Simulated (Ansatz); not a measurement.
# Ge (space group Ia-3, No. 206; a cell from a computed database, its experimental status unchecked)

```
CELL_PARAMETERS angstrom
     -3.46863     3.46863     3.46863
      3.46863    -3.46863     3.46863
      3.46863     3.46863    -3.46863
ATOMIC_POSITIONS crystal
  Ge 0.50000 0.00000 0.79579
  Ge 0.50000 0.00000 0.20421
  Ge 0.70421 0.70421 0.70421
  Ge 0.29579 0.29579 0.29579
  Ge 0.00000 0.79579 0.50000
  Ge 0.00000 0.20421 0.50000
  Ge 0.79579 0.50000 0.00000
  Ge 0.20421 0.50000 0.00000
```

Level of theory: Ansatz (a first-principles code), PBEsol, PAW, cutoff 420 eV, scalar-relativistic without spin-orbit coupling. Settings: 10×10×10 k-points, 0.05 eV Fermi–Dirac smearing.

| Item | Result |
|---|---|
| Volume per atom | 20.87 Å³ |
| Density | 5.78 g/cm³ |
| Band gap | zero |
| Total energy | -4253.381 eV/atom (σ→0; compares only within this code and set-up) |

No phonon test of stability was made. This is not the structure that Ge has at room temperature and ambient pressure.
